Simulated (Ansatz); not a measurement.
The starting structures come from a database of crystals and need not be the phases stable at ambient conditions.

Consider the following.

```
InSe
1.0
    4.03698     0.00000     0.00000
   -2.01849     8.38404     0.03834
    2.01849     0.47012     3.46437
In Se
2 2
Direct
  0.22437   0.33656   0.88781
  0.00007   0.00011   0.99996
  0.23030   0.84544   0.38485
  0.66066   0.49099   0.16967
```

Space group of this cell: R3m. The cell was relaxed by PBE-D3(BJ).

Transport runs along the normal of the first two printed cell vectors, the (101) plane of the conventional cell.

No gap correction and no spin-orbit coupling; mid-gap values are interpolated between computed energies.

### Question
Estimate the band gap and the smallest decay constant κ at mid-gap that r2SCAN (Ansatz, a first-principles code) returns for this system.

### Answer
Gap 0.71 eV on a 10×10×10 mesh; κ = 0.097 1/Å, at (0.000, 0.500) of the in-plane reciprocal vectors. At the zone centre, at the nearest computed energy, the slowest state has κ = 0.23 1/Å.
